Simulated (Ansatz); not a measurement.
The starting structures come from a database of crystals and need not be the phases stable at ambient conditions.

Tunnelling through a barrier is set by its complex band structure: the current falls as exp(−2κd) with the smallest κ.

```
Rb2S
1.0
    5.10033     0.00000     0.00000
    0.00000    10.01336     0.00000
    0.00000     0.00000     8.30578
Rb S
8 4
Direct
  0.75000   0.17165   0.02248
  0.25000   0.82835   0.97752
  0.25000   0.67165   0.47752
  0.75000   0.32835   0.52248
  0.75000   0.57506   0.14647
  0.25000   0.42494   0.85353
  0.25000   0.07506   0.35353
  0.75000   0.92494   0.64647
  0.75000   0.88874   0.24834
  0.25000   0.11126   0.75166
  0.25000   0.38874   0.25166
  0.75000   0.61126   0.74834
```

Space group of this cell: Pnma. The cell is taken as given.

Transport runs along the normal of the first two printed cell vectors.

No gap correction and no spin-orbit coupling; mid-gap values are interpolated between computed energies.

Task: Give the band gap and the smallest decay constant κ at mid-gap that r2SCAN run with Ansatz (a program for electronic structure) yields.

Result: Gap 2.55 eV on a 6×4×4 mesh; κ = 0.256 1/Å, at the zone centre.
